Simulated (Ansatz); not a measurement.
Consider SrTe in the rock salt structure (space group Fm-3m, No. 225; a = 6.7190 Å).

All numbers come from Kohn–Sham DFT with the PBE functional, run in Ansatz (a first-principles code) with PAW and 420 eV plane waves, no SOC.

For the base:

| Property | Value |
|---|---|
| Electron mass | 1.3 mₑ along k, 0.26 mₑ across (at X) |
| Pressure | -0.01 GPa |

It is then changed as follows: every lattice vector is shortened by 2.50 %; the atoms relax in the strained cell.

**Question.** How does this affect the electron mass and pressure?

**Answer.** The electron mass changes from 1.3 mₑ along k, 0.26 mₑ across (at X) to 1.3 mₑ along k, 0.24 mₑ across (at X); the pressure increases by 2.88 GPa, from -0.01 GPa to 2.87 GPa.

Spin-orbit coupling, missing from the scalar runs, can matter with Te. The levels and masses belong to the bands next to the band gap. Effective masses come from finite differences of ±0.01 Å⁻¹. Along k means along the line from Γ to the band edge. Whether these cells are dynamically stable was not tested.
